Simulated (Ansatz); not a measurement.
# A computed series for HfO2: response to strain

The reference is HfO₂ in the fluorite structure (space group Fm-3m, No. 225; a = 5.0010 Å). Axes: x, y, z lie along the cube axes.

Strains are applied to the cell and any free atomic positions relax.

All numbers come from plane-wave PAW DFT at the LDA level (Ansatz, an electronic-structure program, 420 eV), no SOC.

Notes on the quantities. energy relative to the base: free energy F.

```tsv
uniaxial strain ε_zz (%)	energy relative to the base (meV/atom)
-3	18.5
-2.5	12.7
-2	8.0
-1.5	4.5
-1	1.9
-0.5	?
0	0.0
```

**Question.** Fit ΔE = Aε² + Bε³ (ε in %) to the rows shown and predict the withheld row.

**Answer.** Least squares on the printed values gives A = 1.90 and B = -0.051 meV/atom (largest residual 0.1 meV/atom); this predicts 0.5 meV/atom, and the run gives 0.4 meV/atom, in agreement.

Stability against distortions was not tested. This is not the structure that HfO2 has at room temperature and ambient pressure.
